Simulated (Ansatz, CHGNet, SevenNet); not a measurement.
## AlB2-type TiB2: properties by level of theory

Reference values: lattice constant a 3.029 Å (measured, 293 K, no zero-point or thermal correction; as tabulated in R. G. Munro, J. Res. NIST 105, 709 (2000), Material Properties of Titanium …); lattice parameter c 3.229 Å (measured, 293 K, no zero-point or thermal correction; as tabulated in R. G. Munro, J. Res. NIST 105, 709 (2000), Material Properties of Titanium …).

```csv
level (code),equilibrium lattice constant a (Å),lattice parameter c (Å)
CHGNet-r²SCAN,3.022,3.236
SevenNet-0,3.035,3.231
rVV10 (Ansatz),3.031,3.239
```

Differences from the reference values (errors of the level alone only where the reference is corrected to a static lattice):

| level | lattice constant a (%) | lattice parameter c (%) |
|---|---|---|
| CHGNet-r²SCAN | -0.23 | +0.22 |
| SevenNet-0 | +0.20 | +0.06 |
| rVV10 | +0.07 | +0.31 |

Nearest: lattice constant a, not ranked (reference at room or unstated temperature); lattice parameter c, not ranked (reference at room or unstated temperature).

Machine-learned potentials (CHGNet-r²SCAN, SevenNet-0) are trained on DFT data: a solid inside that data is no test of them.

Ansatz's density-functional and Hartree–Fock values are scalar-relativistic unless marked +SOC, with PAW data made under PBE.

Differences are worked out from the printed values.

Ansatz is a first-principles code.
